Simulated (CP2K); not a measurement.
Band structure of NaCu3O4 (Cm, 8 atoms in the cell).

```
CELL_PARAMETERS angstrom
      6.01016     0.00000     0.00000
      3.57911     4.82825     0.00000
     -0.00373    -0.00188     3.47984
ATOMIC_POSITIONS crystal
  Na 0.00677 0.00677 0.50468
  Cu 0.76117 0.76117 0.00122
  Cu 0.24502 0.24502 0.00870
  Cu 0.50257 0.50257 0.99114
  O  0.12997 0.61523 0.00835
  O  0.61523 0.12997 0.00835
  O  0.39164 0.87532 0.99740
  O  0.87532 0.39164 0.99740
```

Level of theory: LDA (Pade form), GPW, DZVP-MOLOPT-SR-GTH basis, GTH-PADE potentials (GTH_POTENTIALS) (CP2K).

Settings: CUTOFF = 950 Ry; REL_CUTOFF = 50 Ry; SMEAR/METHOD = GAUSSIAN; SIGMA = 0.136 eV; KPOINTS/SCHEME = MONKHORST-PACK 4 4 6; GAMMA_CENTERED = T; XC_FUNCTIONAL = PADE; Na/BASIS_SET = DZVP-MOLOPT-SR-GTH; Na/POTENTIAL = GTH-PADE-q9; Cu/BASIS_SET = DZVP-MOLOPT-SR-GTH; Cu/POTENTIAL = GTH-PADE-q11; O/BASIS_SET = DZVP-MOLOPT-SR-GTH; O/POTENTIAL = GTH-PADE-q6; METHOD = GPW.

The starting cell comes from a database of computed structures (which also holds hypothetical and non-ambient phases and stackings), without a prior relaxation at this level. Its lattice was rescaled by a random factor within 2.5 % of one. Spin polarisation is off, so a magnetic state, if there is one, cannot be reached. Values carry the incompleteness of an atom-centred basis. The run gives no clean gap (levels at the Fermi energy touch, overlap or are partly filled at this smearing), which alone does not show that the compound is a metal.

Levels in eV from the Fermi level, bands 30 to 35:
```
point     30     31     32     33    34    35
-----  -----  -----  -----  -----  ----  ----
Γ      -0.86  -0.67  -0.33  -0.07  0.26  1.86
Y      -1.36  -1.08  -0.70  -0.31  1.04  1.97
F      -1.11  -0.96  -0.42  -0.28  0.91  1.76
L      -1.28  -1.24  -0.70  -0.36  1.04  1.97
Z      -1.00  -0.80  -0.67  -0.39  0.34  1.89
H      -1.23  -0.94  -0.73  -0.48  0.93  1.79
Y1     -1.36  -1.08  -0.70  -0.31  1.04  1.97
X      -1.21  -0.72  -0.71  -0.06  1.02  1.96
```

Bands cross the Fermi level along this path, so the cell is metallic at this level.

Higher empty bands are left out: an atom-centred basis made for the valence describes them poorly.
